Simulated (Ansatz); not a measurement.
The starting structures come from a database of crystals and need not be the phases stable at ambient conditions.

The decay constant κ of evanescent states in the gap governs leakage through a thin film.

Input:

```xyz
5
Lattice="5.6965 0.0000 0.0000 -2.8483 4.9333 0.0000 2.8483 1.6444 2.3356" Properties=species:S:1:pos:R:3 pbc="T T T"
Ba     2.8483     4.9333     0.0010
Ti     5.6965     3.2889     1.2612
O      5.6965     1.6748     2.2366
O      1.3978     4.0959     2.2366
O      4.2987     4.0959     2.2366
```

The cell is taken as given; by LDA it stands under a pressure of -9.3 GPa.

Transport runs along the normal of the first two printed cell vectors, the (001) plane of the conventional cell.

No gap correction and no spin-orbit coupling; mid-gap is the computed energy nearest the middle.

Q: Predict the band gap and the smallest decay constant κ at mid-gap from LDA (Ansatz, a first-principles code).

A: Gap 2.31 eV on a 12×12×12 mesh; κ = 0.351 1/Å, at (0.167, 0.000) of the in-plane reciprocal vectors. At the zone centre the slowest state has κ = 0.36 1/Å.
